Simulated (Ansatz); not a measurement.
System: BN (within 0.1 Å of R3m, No. 160, 2 atoms in the cell; start mp-714851; a measured phase of this formula has another space group). Method: r²SCAN (Ansatz, a first-principles code, plane waves, PAW).

Settings: plane-wave cutoff 560 eV, 16×16×12 k mesh (along the axes of the cell as run), Fermi–Dirac smearing 0.01 eV, scalar-relativistic PAW data made under PBE.

Cell (relaxed at this level):

```
CELL_PARAMETERS angstrom
      2.48908     0.00259     0.24010
     -1.23504     2.16088    -0.24168
     -0.33767    -1.25164     3.49271
ATOMIC_POSITIONS crystal
  B  0.00865 0.00911 0.00638
  N  0.67546 0.34274 0.00681
```

### Question
Predict the band gap and direct gap at Γ.

### Answer

* **band gap**: 4.79 eV (on the SCF k mesh)
* **direct gap at Γ**: 6.73 eV

Note: the cell has widely spaced layers and the level no dispersion term, so their spacing and the moduli can rest on weak binding.

It cost roughly 24 core-minutes of CPU time.

A start named mp-… is a Materials Project structure, which need not be a measured phase.
